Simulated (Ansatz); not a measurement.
# TiO2 under a change: isotropic strain +0.20 %

Consider TiO2 in the anatase structure (space group I4_1/amd, No. 141; a = 3.770 Å, c = 9.552 Å).

The change: every lattice vector is stretched by 0.20 %, atoms relaxed at fixed cell.

All numbers come from Ansatz (a quantum-chemistry and plane-wave program) PBEsol, no spin-orbit coupling. Settings: 12×12×12 k-points, 0.05 eV Fermi–Dirac smearing.

The volume per atom rises by 0.07 Å³ to 11.38 Å³ and the space group remains I4_1/amd (No. 141). The shortest interatomic distance goes up by 0.4 pm to 193.2 pm and the energy is nearly the same. The pressure (mean of the normal stresses, compression positive) goes from zero to -1.19 GPa and the band gap is nearly the same (2.11 eV against 2.10 eV). The gap character is still indirect, Γ–X (87 % along) → Γ and the smallest direct gap shrinks by 0.01 eV to 2.43 eV. The width of the top valence band stays 0.84 eV.

Final structure:

```
TiO2
1.0
   -1.88866     1.88866     4.78543
    1.88866    -1.88866     4.78543
    1.88866     1.88866    -4.78543
Ti O
2 4
Direct
  0.50000   0.50000   0.00000
  0.25000   0.75000   0.50000
  0.29271   0.29271   0.00000
  0.04271   0.54271   0.50000
  0.45729   0.95729   0.50000
  0.70729   0.70729   0.00000
```

No phonon test of stability was made. The final runs are not spin-polarised.
